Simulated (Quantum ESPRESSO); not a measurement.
Worked example: self-consistent single point of Rb3Ba (I4/mmm, 4 atoms in the cell) in Quantum ESPRESSO.

Computed with PBEsol, spin-orbit coupling, PseudoDojo fully relativistic norm-conserving (PBESOL) pseudopotentials (plane waves; Quantum ESPRESSO 7.5).

```
CELL_PARAMETERS angstrom
      3.38259    -3.38259     7.39567
      3.38259     3.38259     7.39567
     -3.38259    -3.38259     7.39567
ATOMIC_POSITIONS crystal
  Rb 0.50000 0.25000 0.75000
  Rb 0.50000 0.75000 0.25000
  Rb 0.00000 0.50000 0.50000
  Ba 0.00000 0.00000 0.00000
```

Reference input (self-consistent single point, DFT, PBEsol, plane waves, GBRV 1.5 ultrasoft (PBESOL) pseudopotentials): ecutwfc = 40 Ry; ecutrho = 200 Ry; occupations = smearing; smearing = fermi-dirac; degauss = 0.0073499 Ry; potentials = {Rb: rb_pbesol_v1.uspp.F.UPF, Ba: ba_pbesol_v1.uspp.F.UPF}; K_POINTS = automatic 5 5 5 0 0 0; conv_thr = 1e-08 Ry. This run's input differs from it in these lines:

```diff
@@ -14,4 +14,3 @@
   ntyp = 2,
-  ecutwfc = 40,
-  ecutrho = 200,
+  ecutwfc = 60,
   occupations = 'smearing',
@@ -19,2 +18,4 @@
   degauss = 0.0073499,
+  noncolin = .true.,
+  lspinorb = .true.,
 /
@@ -24,4 +25,4 @@
 ATOMIC_SPECIES
-Rb    85.4678  rb_pbesol_v1.uspp.F.UPF
-Ba   137.3270  ba_pbesol_v1.uspp.F.UPF
+Rb    85.4678  Rb.upf
+Ba   137.3270  Ba.upf
 ATOMIC_POSITIONS crystal
```

The program printed (abridged):

```
     Self-consistent Calculation

     iteration #  1     ecut=    60.00 Ry     beta= 0.70

---- Real-time Memory Report at c_bands before calling an iterative solver
           735 MiB given to the printing process from OS
           763 MiB allocation reported by mallinfo(arena+hblkhd)
------------------

     Threshold (ethr) on eigenvalues was too large:
     Diagonalizing with lowered threshold

---- Real-time Memory Report at c_bands before calling an iterative solver
           851 MiB given to the printing process from OS
           807 MiB allocation reported by mallinfo(arena+hblkhd)
------------------
   [... lines left out ...]

---- Real-time Memory Report at c_bands before calling an iterative solver
          1011 MiB given to the printing process from OS
          1026 MiB allocation reported by mallinfo(arena+hblkhd)
------------------

     total energy              =    -218.26964646 Ry
     estimated scf accuracy    <       0.00000003 Ry

     iteration #  8     ecut=    60.00 Ry     beta= 0.70

---- Real-time Memory Report at c_bands before calling an iterative solver
          1028 MiB given to the printing process from OS
          1044 MiB allocation reported by mallinfo(arena+hblkhd)
------------------
     End of self-consistent calculation

     the Fermi energy is     2.5692 ev

!    total energy              =    -218.26964646 Ry
     estimated scf accuracy    <          1.7E-09 Ry
     smearing contrib. (-TS)   =      -0.01268876 Ry
     internal energy E=F+TS    =    -218.25695770 Ry

     convergence has been achieved in   8 iterations

     Forces acting on atoms (cartesian axes, Ry/au):

     atom    1 type  1   force =     0.00000000    0.00000000    0.00000000
   [... zero for the other atoms too ...]

     Total force =     0.000000     Total SCF correction =     0.000000

          total   stress  (Ry/bohr**3)                   (kbar)     P=       -2.75
  -0.00001767  -0.00000000   0.00000000           -2.60       -0.00        0.00
  -0.00000000  -0.00001767  -0.00000000           -0.00       -2.60       -0.00
   0.00000000  -0.00000000  -0.00002081            0.00       -0.00       -3.06

   JOB DONE.
```

The run converged in 8 iterations. Against the reference run the pressure stays at -0.28 GPa. The full log also holds: “c_bands:  1 eigenvalues not converged”. The full log also holds: “c_bands:  4 eigenvalues not converged”.

The starting cell comes from a database of computed structures (which also holds hypothetical and non-ambient phases and stackings), without a prior relaxation at this level. Its lattice was rescaled by a random factor within 2.5 % of one.

Cost on one core of a shared machine: roughly 8 min.
